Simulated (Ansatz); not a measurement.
Start from CdSe in the zinc blende structure (space group F-43m, No. 216; a = 6.1963 Å).

The values are results of DFT with PBE, PAW potentials and a 420 eV plane-wave cutoff in Ansatz (a quantum-chemistry and plane-wave program), no spin-orbit coupling, not measurements.

```tsv
level	band gap	lattice parameter a
PBE	0.49 eV	6.196 Å
```

Task: What does experiment give, and how far off is each level?

Result: Measured: band gap 1.77 eV (0 K or low temperature; as listed in arXiv:1206.3780); lattice parameter a 6.077 Å (room temperature; as listed in arXiv:1206.3780). Computed minus measured — band gap: PBE -1.28 eV; lattice parameter a: PBE +2.0 %. Measured values not marked as corrected hold thermal and zero-point effects that the static-lattice runs lack. A measured gap can be an optical one, lowered by exciton binding. Levels without spin-orbit coupling miss its lowering of the gap, often about a third of the valence-band splitting.

Gaps are Kohn–Sham eigenvalue differences; semilocal functionals usually give less than the measured gap. No phonon test of stability was made.
